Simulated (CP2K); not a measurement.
Worked example: self-consistent single point of Si2W (P1, 3 atoms in the cell) in CP2K.

Level of theory: PBE, GPW, DZVP-MOLOPT-SR-GTH basis, GTH-PBE potentials (GTH_POTENTIALS) run with CP2K.

The change in words: lattice scaled by 0.98. Reference geometry:
```yaml
crystal:
  lattice:
    - [4.51501, 0.00000, 0.00000]
    - [2.22609, 3.92808, 0.00000]
    - [-3.37055, -1.96404, 2.27316]
  atoms:
    - { symbol: Si, position: [0.33363, 0.33916, 0.00222] }
    - { symbol: Si, position: [0.66594, 0.66311, 0.99620] }
    - { symbol: W, position: [0.00044, 0.99773, 0.00159] }
```

Reference input (self-consistent single point, DFT PBE, GPW, DZVP-MOLOPT-SR-GTH basis, GTH-PBE potentials (GTH_POTENTIALS)): CUTOFF = 500 Ry; REL_CUTOFF = 50 Ry; SMEAR/METHOD = FERMI_DIRAC; ELECTRONIC_TEMPERATURE = 1160.45 K; KPOINTS/SCHEME = MONKHORST-PACK 7 7 9; XC_FUNCTIONAL = PBE; Si/BASIS_SET = DZVP-MOLOPT-SR-GTH; Si/POTENTIAL = GTH-PBE-q4; W/BASIS_SET = DZVP-MOLOPT-SR-GTH; W/POTENTIAL = GTH-PBE-q14; METHOD = GPW; EPS_DEFAULT = 1e-10. This run's input differs from it in these lines:

```diff
@@ -62,5 +62,5 @@
     &CELL
-      A 4.51500600 0.00000000 0.00000000
-      B 2.22608600 3.92808100 0.00000000
-      C -3.37054600 -1.96404100 2.27315700
+      A 4.42470600 0.00000000 0.00000000
+      B 2.18156300 3.84952000 0.00000000
+      C -3.30313400 -1.92476000 2.22769500
       PERIODIC XYZ
```

Output, abridged:

```
 SCF WAVEFUNCTION OPTIMIZATION

  Step     Update method      Time    Convergence         Total energy    Change
     1 NoMix/Diag. 0.30E+00      -     1.29890886       -77.2745349482 -7.73E+01
     2 Broy./Diag. 0.30E+00      -     0.02904103       -76.6555138462  6.19E-01
     3 Broy./Diag. 0.30E+00      -     0.03578044       -76.3124917060  3.43E-01
     4 Broy./Diag. 0.30E+00      -     0.00640429       -76.1615250836  1.51E-01
     5 Broy./Diag. 0.30E+00      -     0.00217588       -76.1384630118  2.31E-02
     6 Broy./Diag. 0.30E+00      -     0.00051192       -76.1452061852 -6.74E-03
     7 Broy./Diag. 0.30E+00      -     0.00025488       -76.1466803269 -1.47E-03
     8 Broy./Diag. 0.30E+00      -     0.00004577       -76.1469309406 -2.51E-04
     9 Broy./Diag. 0.30E+00      -     0.00000657       -76.1469406074 -9.67E-06
    10 Broy./Diag. 0.30E+00      -     0.00000363       -76.1469212189  1.94E-05
    11 Broy./Diag. 0.30E+00      -     0.00000034       -76.1469197864  1.43E-06
  *** SCF run converged in    11 steps ***

  Overlap energy of the core charge distribution:               0.00000000044662
  Self energy of the core charge distribution:               -122.90594631494893
  Core Hamiltonian energy:                                     27.06597286377787
  Hartree energy:                                              30.10994270583664
  Exchange-correlation energy:                                -10.41651985658011
  Electronic entropic energy:                                  -0.00036918487592
  Fermi energy:                                                 0.52591252377254

  Total energy:                                               -76.14691978635584
  Total energy (extrapolated to T->0):                        -76.14673519391788

                     Mulliken Population Analysis

   [... lines left out ...]

 STRESS| Analytical stress tensor [bar]
 STRESS|                        x                   y                   z
 STRESS|      x        2.16558061363E+05   2.10211473926E+04   1.09439869342E+03
 STRESS|      y        2.10211473926E+04   1.97786646272E+05   6.07920214305E+02
 STRESS|      z        1.09439869342E+03   6.07920214305E+02   1.83093363416E+05
 STRESS| 1/3 Trace                                             1.99146023684E+05
```

The run converged in 11 iterations. Against the reference run the free energy rises by 56.4 meV/atom, the pressure goes from 3.82 to 19.91 GPa and the largest force goes from 0.319 to 0.415 eV/Å.

The starting cell comes from a database of computed structures (which also holds hypothetical and non-ambient phases and stackings), without a prior relaxation at this level. Its atoms were displaced at random from the sites of space group no. 139. For this run, on top of that: lattice scaled by 0.98. Spin polarisation is off. Values carry the incompleteness of an atom-centred basis. With a pressure of about 20 GPa the cell is away from its equilibrium volume at this level.

Cost on one core of a shared machine: roughly 2 min.
